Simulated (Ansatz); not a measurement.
The parent structure is BN in the wurtzite structure (space group P6_3mc, No. 186; a = 2.554 Å, c = 4.224 Å).

The values are results of PBE, PAW, 420 eV (Ansatz, an electronic-structure program; without spin-orbit coupling), earlier PAW set, not measurements.

Carriers are added at fixed cell with a uniform background; the Fermi–Dirac width is that of 300 K.

One change was made to it. Results:

```csv
quantity,base,after
gap between the host's bands,5.22 eV,5.20 eV
Fermi level relative to the doped band's edge (positive inside the band; to 0.05 eV),–,+0.45 eV
gap character,"indirect, Γ → K","indirect, Γ → K"
```

Q: Which change produced these results?
A. electrons 1.0×10^21 cm⁻³
B. holes 3.0×10^21 cm⁻³
C. holes 2.0×10^22 cm⁻³
D. electrons 3.0×10^21 cm⁻³
E. electrons 2.0×10^22 cm⁻³

A: B, holes 3.0×10^21 cm⁻³. For comparison, the gap between the host's bands in the other runs: electrons 3.0×10^21 cm⁻³ gives 4.94 eV; electrons 2.0×10^22 cm⁻³ gives 4.03 eV; electrons 1.0×10^21 cm⁻³ gives 5.12 eV; holes 2.0×10^22 cm⁻³ gives 5.33 eV.

Carriers are added with a uniform compensating background; total energy and stress of such cells depend on the potential's zero and are not compared; many-body gap narrowing is missing at this level. No phonon test of stability was made.
